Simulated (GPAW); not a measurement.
## Worked example: self-consistent single point of TiOs (Pm-3m, 2 atoms in the cell) in GPAW

Level of theory: PBEsol, GPAW PAW datasets PBEsol (made by gpaw-setup) (plane waves; GPAW).

The input file:

```python
from ase import Atoms
from ase.units import GPa
from gpaw import GPAW

atoms = Atoms(['Os', 'Ti'],
              cell=[[3.080000, 0.000000, 0.000000],
                    [0.000000, 3.080000, 0.000000],
                    [0.000000, 0.000000, 3.080000]],
              scaled_positions=[[0.000000, 0.000000, 0.000000],
                                [0.500000, 0.500000, 0.500000]],
              pbc=True)

calc = GPAW(mode={'name': 'pw', 'ecut': 800},
            xc='PBEsol',
            kpts=(7, 7, 7),
            occupations={'name': 'methfessel-paxton', 'width': 0.136, 'order': 1},
            nbands=-6,
            symmetry={'symmorphic': False, 'tolerance': 0.0005},
            maxiter=100)

atoms.calc = calc

energy = atoms.get_potential_energy()
print('Energy (eV):', round(energy, 6))
forces = atoms.get_forces()
print('Forces (eV/Ang):')
print(forces.round(5))
stress = atoms.get_stress()
print('Stress (GPa, Voigt):', (stress / GPa).round(4))
```

Log, with long lists cut:

```
Input parameters:
  kpts: [7 7 7]
  maxiter: 100
  mode: {ecut: 800,
         name: pw}
  nbands: -6
  occupations: {name: methfessel-paxton,
                order: 1,
                width: 0.136}
  symmetry: {symmorphic: False,
             tolerance: 0.0005}
  xc: PBEsol

species:
  Os:
    name: Osmium
    Z: 76.0
    valence: 14
    core: 62
    charge: 0.0
    file: Os.PBEsol.gz

    # Using partial waves for Os as LCAO basis

  Ti:
    name: Titanium
    Z: 22.0
    valence: 12
    core: 10
    charge: 0.0
    file: Ti.PBEsol.gz

    # Using partial waves for Ti as LCAO basis

Reference energy: -491987.473922  # eV

Spin-paired calculation

Convergence criteria:
 Maximum [total energy] change in last 3 cyles: 0.0005 eV / valence electron
 Maximum integral of absolute [dens]ity change: 0.0001 electrons / valence electron
 Maximum integral of absolute [eigenst]ate change: 4e-08 eV^2 / valence electron
 Maximum number of scf [iter]ations: 100

Symmetries present (total): 48
Symmetries with fractional translations: 0
343 k-points: 7 x 7 x 7 Monkhorst-Pack grid
20 k-points in the irreducible part of the Brillouin zone
       k-points in crystal coordinates                weights
   0:     0.00000000    0.00000000    0.00000000          1/343
   1:     0.14285714    0.00000000    0.00000000          6/343
   2:     0.14285714    0.14285714    0.00000000         12/343
   [... 7 lines left out ...]
          ...
  19:     0.42857143    0.42857143    0.42857143          8/343

Wave functions: Plane wave expansion
  Cutoff energy: 800.000 eV
  Number of coefficients (min, max): 1472, 1511
  Pulay-stress correction: 0.000000 eV/Ang^3 (de/decut=0.000000)

Occupation numbers: Methfessel-Paxton:
  width: 0.1360  # eV
  order: 1

Eigensolver

Densities:
  Coarse grid: 21*21*21 grid
  Fine grid: 42*42*42 grid
  Total Charge: 0.000000

Density mixing:
  Method: separate
  Backend: pulay
  Linear mixing parameter: 0.05
  old densities: 5
  Damping of long wavelength oscillations: 50

Hamiltonian:
  XC and Coulomb potentials evaluated on a 42*42*42 grid
  External potential:
    NoExternalPotential

XC parameters: PBEsol with 2 nearest neighbor stencil

Number of atoms: 2
Number of atomic orbitals: 25
Number of bands in calculation: 19
Number of valence electrons: 26
Bands to converge: occupied

Density initialized from atomic densities
  19 bands from LCAO basis set

Atomic positions and initial magnetic moments

Positions:
   0 Os     0.000000    0.000000    0.000000    ( 0.0000,  0.0000,  0.0000)
   1 Ti     1.540000    1.540000    1.540000    ( 0.0000,  0.0000,  0.0000)

Unit cell:
           periodic     x           y           z      points  spacing
  1. axis:    yes    3.080000    0.000000    0.000000    21     0.1467
  2. axis:    yes    0.000000    3.080000    0.000000    21     0.1467
  3. axis:    yes    0.000000    0.000000    3.080000    21     0.1467

  Lengths:   3.080000   3.080000   3.080000
  Angles:   90.000000  90.000000  90.000000

Effective grid spacing dv^(1/3) = 0.1467

     iter     time        total  log10-change:
                         energy   eigst   dens
iter:   1 --:--:--   -21.235856
iter:   2 --:--:--   -21.171478   -0.75  -1.34
iter:   3 --:--:--   -20.830228   -1.28  -1.35
iter:   4 --:--:--   -20.703025   -1.35  -1.51
iter:   5 --:--:--   -20.925431   -1.12  -1.80
iter:   6 --:--:--   -20.715309   -1.66  -1.74
iter:   7 --:--:--   -20.720281   -2.07  -2.32
iter:   8 --:--:--   -20.720622c  -2.84  -2.79
iter:   9 --:--:--   -20.719489c  -2.89  -2.58
iter:  10 --:--:--   -20.718243c  -4.26  -2.84
iter:  11 --:--:--   -20.718148c  -4.10  -2.97
iter:  12 --:--:--   -20.718157c  -5.30  -3.42
iter:  13 --:--:--   -20.718200c  -4.58  -3.47
iter:  14 --:--:--   -20.718198c  -5.58  -3.82
iter:  15 --:--:--   -20.718197c  -5.95  -3.85
iter:  16 --:--:--   -20.718198c  -6.36  -4.00c
iter:  17 --:--:--   -20.718196c  -6.67  -4.20c
iter:  18 --:--:--   -20.718203c  -5.52  -4.30c
iter:  19 --:--:--   -20.718195c  -5.56  -3.80
iter:  20 --:--:--   -20.718195c  -6.70  -4.45c
iter:  21 --:--:--   -20.718195c  -6.91  -4.42c
iter:  22 --:--:--   -20.718196c  -6.30  -4.50c
iter:  23 --:--:--   -20.718196c  -7.79c -4.45c

Converged after 23 iterations.

Dipole moment: (-0.000000, -0.000000, -0.000000) |e|*Ang

Energy contributions relative to reference atoms: (reference = -491987.473922)

Kinetic:         +8.186696
Potential:       -9.925851
External:        +0.000000
XC:             -18.910347
Entropy (-ST):   +0.000170
Local:           -0.068808
SIC:             +0.000000
--------------------------
Free energy:    -20.718139
Extrapolated:   -20.718196

Showing only first 2 kpts
 Kpt  Band  Eigenvalues  Occupancy
  0    11     11.08799    2.00000
  0    12     11.08799    2.00000
  0    13     14.23803   -0.00000
  0    14     14.23803   -0.00000

  1    11     11.01175    2.00000
  1    12     11.25049    2.00000
  1    13     13.79996   -0.00000
  1    14     14.38993   -0.00000

Fermi level: 12.40133

No gap
No difference between direct/indirect transitions
Energy (eV): -20.718196

Forces in eV/Ang:
  0 Os    0.00000    0.00000    0.00000
  1 Ti   -0.00000   -0.00000   -0.00000

Stress tensor:
     0.024291     0.000000     0.000000
     0.000000     0.024291     0.000000
     0.000000     0.000000     0.024291
Stress (GPa, Voigt): [3.8918 3.8918 3.8918 0.     0.     0.    ]
```

The run converged in 23 iterations. GPAW prints stress with tension positive.

The starting cell comes from a database of published, mostly measured structures (it also holds non-ambient and calculated ones), without a prior relaxation at this level. Spin-orbit coupling is off. Spin polarisation is off. With a pressure of about -4 GPa the cell is away from its equilibrium volume at this level.
